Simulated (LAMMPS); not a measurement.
Consider a melt made from Ni (fcc), 864 atoms, at 2250 K and 2 GPa, brought to that temperature within a few picoseconds in molecular dynamics.

Computed with classical MD, pair style meam, file MoCoNiVFeAlCr_2nn.meam; code LAMMPS.

Problem. What does the simulation give for the state found, the enthalpy per atom, the shear viscosity (Green-Kubo)?

Solution. state found: liquid; enthalpy per atom: -3.408 ± 0.001 eV/atom; shear viscosity (Green-Kubo): 3.7 ± 0.4 mPa s.

Caution: a run this short can hold a crystal over, or a liquid under, the potential's own melting point, which these runs don't give.
